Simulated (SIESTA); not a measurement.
A self-consistent single point of SrIn3Au3 (Pmmn, 14 atoms in the cell) with SIESTA.

Method of the run: SIESTA with GGA PBEsol with spin-orbit coupling, numerical atomic orbitals DZP, PseudoDojo PBEsol fully relativistic norm-conserving potentials (rewritten from UPF to PSML).

```
CELL_PARAMETERS angstrom
      4.59184     0.00000     0.00000
      0.00000     7.82375     0.00000
      0.00000     0.00000     9.16475
ATOMIC_POSITIONS crystal
  Sr 0.50000 0.00000 0.72713
  Sr 0.00000 0.50000 0.27287
  In 0.00000 0.30275 0.88583
  In 0.00000 0.69725 0.88583
  In 0.50000 0.19725 0.11417
  In 0.50000 0.80275 0.11417
  In 0.00000 0.00000 0.36984
  In 0.50000 0.50000 0.63016
  Au 0.00000 0.73011 0.58976
  Au 0.00000 0.26989 0.58976
  Au 0.50000 0.76989 0.41024
  Au 0.50000 0.23011 0.41024
  Au 0.50000 0.50000 0.95046
  Au 0.00000 0.00000 0.04954
```

Reference input (self-consistent single point, DFT, LDA PW92, numerical atomic orbitals DZP, PseudoDojo LDA standard norm-conserving potentials (rewritten from UPF to PSML)): XC.functional = LDA; XC.authors = PW92; potentials = PseudoDojo LDA standard; PAO.BasisSize = DZP; PAO.EnergyShift = 0.01 Ry; MeshCutoff = 400 Ry; kgrid.MonkhorstPack = 6 4 3 shifted by 0.5 0.5 0.5; OccupationFunction = MP; OccupationMPOrder = 0; ElectronicTemperature = 100 meV; MaxSCFIterations = 150; SCF.Mixer.Method = Broyden. This run's input differs from it in these lines:

```diff
@@ -1,2 +1,2 @@
-# files in the folder: Sr.psml In.psml Au.psml (PseudoDojo LDA standard)
+# files in the folder: Sr.psml In.psml Au.psml (PseudoDojo PBEsol fully relativistic)
 SystemName  Sr(InAu)3
@@ -35,4 +35,4 @@
 
-XC.functional                LDA
-XC.authors                   PW92
+XC.functional                GGA
+XC.authors                   PBEsol
 PAO.BasisSize                DZP
@@ -48,2 +48,19 @@
 ElectronicTemperature        100.0 meV
+Spin                         spin-orbit
+%block DM.InitSpin
+  1 0.00 0.00 0.00
+  2 0.00 0.00 0.00
+  3 0.00 0.00 0.00
+  4 0.00 0.00 0.00
+  5 0.00 0.00 0.00
+  6 0.00 0.00 0.00
+  7 0.00 0.00 0.00
+  8 0.00 0.00 0.00
+  9 0.00 0.00 0.00
+  10 0.00 0.00 0.00
+  11 0.00 0.00 0.00
+  12 0.00 0.00 0.00
+  13 0.00 0.00 0.00
+  14 0.00 0.00 0.00
+%endblock DM.InitSpin
```

The program printed (abridged):

```
        iscf     Eharris(eV)        E_KS(eV)     FreeEng(eV)     dDmax    Ef(eV) dHmax(eV)
   scf:    1   -36355.266037   -36654.166232   -36654.202188  1.235643 -1.408357 28.811026
     spin moment: {S} , |S| = {   -0.00000    0.00000    0.00000 }     0.00000
   scf:    2   -36793.613796   -36734.103457   -36734.134195  0.255410 -2.196352 17.817553
     spin moment: {S} , |S| = {    0.00000   -0.00000    0.00000 }     0.00000
   scf:    3   -36777.989574   -36759.131345   -36759.163341  0.166050 -2.628945  6.043580
     spin moment: {S} , |S| = {    0.00000   -0.00000   -0.00000 }     0.00000
   [... lines left out ...]
     spin moment: {S} , |S| = {   -0.00000   -0.00000   -0.00000 }     0.00000
   scf:   12   -36764.339099   -36764.341308   -36764.377857  0.000263 -2.948450  0.016658
     spin moment: {S} , |S| = {   -0.00000    0.00000    0.00000 }     0.00000
   scf:   13   -36764.342565   -36764.341333   -36764.377870  0.000115 -2.948952  0.001469
     spin moment: {S} , |S| = {    0.00000   -0.00000    0.00000 }     0.00000
   scf:   14   -36764.341175   -36764.341335   -36764.377870  0.000041 -2.949082  0.000932
     spin moment: {S} , |S| = {    0.00000   -0.00000   -0.00000 }     0.00000
SCF Convergence by DM+H criterion
max |DM_out - DM_in|         :     0.0000405657
max |H_out - H_in|      (eV) :     0.0009316160
SCF cycle converged after 14 iterations

Using DM_out to compute the final energy and forces

siesta: E_KS(eV) =           -36764.3413

siesta: E_KS - E_eggbox =    -36764.3413

siesta: Atomic forces (eV/Ang):
     1   -0.000000   -0.000000   -0.153441
     2   -0.000000    0.000000    0.153441
     3   -0.000000    0.063967   -0.070570
     4   -0.000000   -0.063967   -0.070570
     5   -0.000000   -0.063967    0.070570
     6    0.000000    0.063967    0.070570
     7   -0.000000    0.000000    0.322481
     8   -0.000000    0.000000   -0.322481
     9    0.000000   -0.123847   -0.285041
    10   -0.000000    0.123847   -0.285041
    11   -0.000000    0.123847    0.285041
   [... lines left out ...]
siesta: FreeEng =    -36764.377870
siesta: Cell volume =        329.247385 Ang**3
siesta:         -36.82364960        -30.97086784  kBar
   [... lines left out ...]
    11     0.546594   18.453406    0.000000   -0.000000   -0.000000   -0.000000  Au
    12     0.546594   18.453406    0.000000    0.000000   -0.000000    0.000000  Au
    13     0.509772   18.490228    0.000000    0.000000    0.000000    0.000000  Au
    14     0.509772   18.490228    0.000000    0.000000   -0.000000   -0.000000  Au
 Total    -0.000000                0.000000    0.000000   -0.000000    0.000000
```

The run converged in 14 iterations. Against the reference run the pressure goes from -3.53 to -3.68 GPa and the largest force goes from 0.209 to 0.322 eV/Å. The full log also holds: “initDM: WARNING: atom 1 has a closed-shell and cannot be polarized”. The full log also holds: “initDM: WARNING: atom 2 has a closed-shell and cannot be polarized”.

The starting cell comes from a database of computed structures (which also holds hypothetical and non-ambient phases and stackings), without a prior relaxation at this level. Values carry the incompleteness of an atom-centred basis. With a pressure of about -4 GPa the cell is away from its equilibrium volume at this level.

Cost on one core of a shared machine: roughly 20 min.
